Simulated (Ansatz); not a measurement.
Start from Sc2CoO4 (space group I-4, No. 82; a = 4.526 Å, c = 9.913 Å; ferromagnetic; a hypothetical phase, not in the database extracts checked).

All numbers come from PBEsol (Ansatz, a program for electronic structure, PAW, no SOC).

Before the change:

```
Item                        Result
-------------------  -------------
Magnetic state       ferromagnetic
Band gap                   0.53 eV
Pressure                   0.0 GPa
Largest site moment        2.23 μB
```

Modification: the cell is scaled by 1.0315 in all directions; the atoms relax in the strained cell.

**Question.** What does the calculation give for the energy relative to the base, magnetic state, band gap, pressure and largest site moment after the change?

**Answer.** The energy rises by 33 meV/atom; the magnetic state stays ferromagnetic; the band gap increases by 0.054 eV, from 0.53 eV to 0.59 eV; the pressure (mean of the normal stresses, compression positive) goes from zero to -7.1 GPa; the largest site moment goes up by 0.073 μB (2.23 μB → 2.31 μB).

Whether these cells are dynamically stable was not tested. No Hubbard U is applied and the magnetic state is the run's own (Sc2CoO4 ferromagnetic); other magnetic orders, which need larger cells, were not tried and can change the gap.
